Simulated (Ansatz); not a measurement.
Consider Lu in the hcp (Mg type) structure (space group P6_3/mmc, No. 194; relaxed with 0.1 eV smearing).

```
CELL_PARAMETERS angstrom
      3.50616     0.00000     0.00000
     -1.75308     3.03643     0.00000
      0.00000     0.00000     5.48202
ATOMIC_POSITIONS crystal
  Lu 0.66667 0.33333 0.75000
  Lu 0.33333 0.66667 0.25000
```

Cartesian axes are those of the cell as printed.

Method: DFT with PBE, PAW potentials and a 420 eV plane-wave cutoff in Ansatz (a program for electronic structure), no spin-orbit coupling.

Before the change:

```
Quantity                         Value
-----------------------------  -------
Shortest interatomic distance  3.407 Å
```

It is then changed as follows: the cell is stretched by 3.00 % along z with no lateral relaxation; the atoms relax in the strained cell.

Problem. How does this affect the energy relative to the base?

Solution. The energy increases by 6.9 meV/atom.

Problem. What does the calculation give for the stress after the change?

Solution. The stress (xx, yy, zz, yz, xz, xy; compression positive) comes out as (-0.6, -0.6, -2.4, 0.0, 0.0, 0.0) GPa.

Problem. Predict the new shortest interatomic distance.

Solution. The shortest interatomic distance goes up by 0.0665 Å to 3.474 Å.

Stability against distortions was not tested.
